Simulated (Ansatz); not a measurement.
## A computed series for SiC: response to strain

Start from SiC in the wurtzite structure (space group P6_3mc, No. 186; a = 3.076 Å, c = 5.048 Å). Axes: x lies along a and z along c of the hexagonal cell.

Strains are applied to the cell and any free atomic positions relax; under biaxial strain the out-of-plane vector relaxes too.

Computed with Ansatz (a program for electronic structure) PBEsol, no SOC.

```csv
"biaxial strain, plane normal [001], relaxed out of plane (%)",band gap (eV)
-3,1.69
-2.4,1.79
-1.8,?
-1.2,1.97
-0.6,2.05
0,2.12
```

Fit E_g = E₀ + Dε (ε in %) to the rows shown and predict the withheld row.

Least squares on the printed values gives E₀ = 2.13 eV, D = 144 meV per % of strain (largest residual 0.01 eV); this predicts 1.87 eV, and the run gives 1.88 eV, in agreement.

Whether these cells are dynamically stable was not tested.
